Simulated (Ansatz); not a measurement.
## Pt on the 1x1 (0001) surface of hcp Ru, one in a 2x2 cell, started at the site 'top Ru'

These are PBE (plane waves to 420 eV, PAW; Ansatz, an electronic-structure program) values and carry that method's errors.

Slab: 17 atoms, 6.3 Å thick at the start under the adsorbate (thin: gaps and levels are the slab's own); k 6x6x1, smearing 0.1 eV, dipole-corrected; 8 atoms held, the rest relaxed; held to the start's symmetry, so lower structures may exist; spin-polarised, no spin-orbit, no U, no dispersion correction. The starting moment vanished. At the end it is bonded to Ru. In PBE this state lies 1.16 eV over the lowest of the starts that converged ('bridge Ru-Ru (span 2.7 Å)').

```json
{
  "adsorption energy against an atom of fcc Pt": "1.53 eV",
  "work_function_of_the_top_face": "4.66 eV",
  "change_of_the_work_function": "-0.34 eV",
  "change_of_the_step_from_the_bottom_to_the_top_vacuum_level_against_the_clean_slab": "-0.33 eV",
  "energy_released_by_relaxation": "1.30 eV",
  "height of the binding atom over the mean of the host atoms within 0.3 Å of the top one": "2.249 Å",
  "magnetic_moment_of_the_cell": "0.00 μB",
  "nearest_host_atoms_of_the_binding_atom": "Ru at 2.35 Å, Ru at 3.51 Å, Ru at 3.51 Å",
  "largest_move_of_a_host_atom": "0.09 Å",
  "cost": "around 7 core-minutes (rough)"
}
```

A negative adsorption energy means that the adsorbate is more stable on the surface than in its reference.
